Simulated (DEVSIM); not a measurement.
System: abrupt Si p-n junction, at 400 K.

| layer (left to right) | material | thickness (μm) | Nd (cm⁻³) | Na (cm⁻³) | τn (s) | τp (s) |
|---|---|---|---|---|---|---|
| 1 | Si | 0.300 | - | 4.7e15 | 0.00056 | 0.00056 |
| 2 | Si | 2.20 | 1.5e16 | - | 0.00056 | 0.00056 |

Left contact: ohmic. Right contact: ohmic. Voltage is applied to the left contact. Recombination: SRH at mid-gap, radiative. Gap narrowing is on: ΔEg = 6.92 meV × (l + √(l² + 0.5)), l = ln(N/1.3e17 cm⁻³), shared equally by both band edges. Mobility is μmin + (μ − μmin)/(1 + (N/Nref)^α).

This is a model device: material constants are rounded textbook-type values typed into the input, and sizes, dopings and lifetimes were drawn at random. Values at 300 K; Nc and Nv go as T^1.5, mobilities as T to minus their exponent, the gap by Varshni's rule with the affinity fixed.

```csv
parameter,Si
gap (eV),1.124
affinity (eV),4.05
permittivity,11.7
Nc (cm⁻³),2.86e19
Nv (cm⁻³),3.1e19
μn (cm²/Vs),1417
μp (cm²/Vs),470
"μn,min",52
"μp,min",45
"Nref,n",9.7e16
"Nref,p",2.2e17
αn,0.68
αp,0.72
T exponent of μn,2.3
T exponent of μp,2.2
B (cm³/s),4.7e-15
Varshni α (eV/K),0.000473
Varshni β (K),636
```

DEVSIM, 1D drift-diffusion, Boltzmann statistics, complete ionisation; no tunnelling, impact ionisation, image-force lowering or self-heating.

The doping Nd of layer 2 was swept, all else fixed.

```csv
doping Nd of layer 2 (cm^-3),dark forward voltage at 1 A/cm² (V),potential step across the device at zero bias (V),dark forward voltage at 100 A/cm² (V),largest field in the device at zero bias (V/cm)
4.5e14,0.227,0.382,…,…
1.5e15,0.230,0.423,0.473,11000
4.5e15,0.222,0.461,0.439,17000
1.5e16,0.209,0.503,0.409,22000
4.5e16,0.198,0.540,0.393,27000
1.5e17,0.191,0.579,0.384,34000
4.5e17,0.188,0.611,0.380,46000
```

Question: Some entries are withheld; supply them.

Answer: 
- 4.5e14, dark forward voltage at 100 A/cm² (V): 0.520
- 4.5e14, largest field in the device at zero bias (V/cm): 6900
